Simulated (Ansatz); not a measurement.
Defect: interstitial O in wurtzite GaN, neutral cell. All values below come from PBE, PAW (plane waves to 420 eV; Ansatz, an electronic-structure program).

72-site cell at the relaxed PBE lattice, a 2×2×2 k-point mesh shifted by half a step along c, smearing 0.01 eV, spin-restricted, no finite-size correction. No zero-point or tunnelling terms. The charge state is imposed; whether it is stable for some Fermi level was not computed. Sites that were not tried may lie lower.

Barriers: single points on a 3×3×3 k-point mesh shifted by half a step along c at the bands' geometries.

The step: O moves alone to another site; the atom moves 1.09 Å along (0.00, -0.34, 0.00) of the unit cell; the moving atom starts with neighbours Ga at 1.83, Ga at 1.98; N at 1.46 Å and ends with Ga at 1.83, Ga at 1.98; N at 1.46 Å.

**Question.** Give the migration barrier of this step at the level PBE, PAW.

**Answer.** 0.18 eV, the same both ways. At the saddle the moving atom has neighbours Ga at 1.82; N at 1.47 Å. The saddle point's order was not checked, and it lies on a symmetry element of the cell, where a band can be held.
